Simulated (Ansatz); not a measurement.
Results of r²SCAN (Ansatz, a quantum-chemistry and plane-wave program, PAW) for BeS (model structure, started from the CdTe type, P6₄22, No. 181, 6 atoms in the cell).

Numerical settings: plane-wave cutoff 560 eV, 12×12×6 k mesh (along the axes of the cell as run), Fermi–Dirac smearing 0.01 eV, scalar-relativistic PAW data made under PBE.

Cell (relaxed with PBEsol):

BeS is taken in the hexagonal space group P6₄22 (No. 181), Pearson symbol hP6. Conventional cell: a = b = 3.4236 Å, c = 7.7459 Å, α = β = 90.00°, γ = 120.00°. Be on 3c sees 4 S at 2.144 Å. S on 3d has 4 Be at 2.144 Å. (Neighbours: up to the widest gap in distance over summed covalent radii, below 1.35, at either atom; cation-cation and far metal-metal contacts left out.)

Question: Estimate the band gap, smallest direct gap on the k points sampled and direct gap at Γ that the calculation returns.

Answer: 
- band gap = 3.11 eV (indirect)
- smallest direct gap on the k points sampled = 4.51 eV
- direct gap at Γ = 4.64 eV

Note: the relaxation could raise the start's symmetry but not lower it, so the cell can be a saddle point; cell and atoms aren't relaxed at this level (pressure 2.9 GPa).

Cost on a shared machine: around 40 core-seconds (rough).

A model structure was made by putting elements into a prototype or built by hand; it is no filed structure, need not be a known phase, and can be a saddle point held by its symmetry.
